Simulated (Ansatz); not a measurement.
The parent structure is Os in the hcp (Mg type) structure (space group P6_3/mmc, No. 194; a = 2.739 Å, c = 4.317 Å). Axes: x lies along a and z along c of the hexagonal cell.

Computed with r2SCAN (Ansatz, a program for electronic structure; PAW; 500 eV plane waves; scalar-relativistic without spin-orbit coupling), earlier PAW set.

Before the change:

The shortest interatomic distance comes out as 2.676 Å and the band gap is zero.

One thing is altered: a free-standing slab of 2 layers (2 atoms, 1 a layer) is cut normal to the z axis, with 15 Å of vacuum and the in-plane cell held at bulk.

### Question
What happens to the excess energy per area of both faces?

### Answer
The excess energy per area of both faces (slab less bulk energy over the cell's area: twice a surface energy) amounts to 6.09 J/m² (uncertain by up to 0.05 J/m²).

### Question
What happens to the shortest interatomic distance?

### Answer
The shortest interatomic distance shrinks by 0.119 Å to 2.557 Å.

### Question
Predict the new band gap.

### Answer
The band gap stays zero.

The excess energy carries the mismatch between the slab's and the bulk's meshes. Stability against distortions was not tested. All final runs are without spin polarisation.
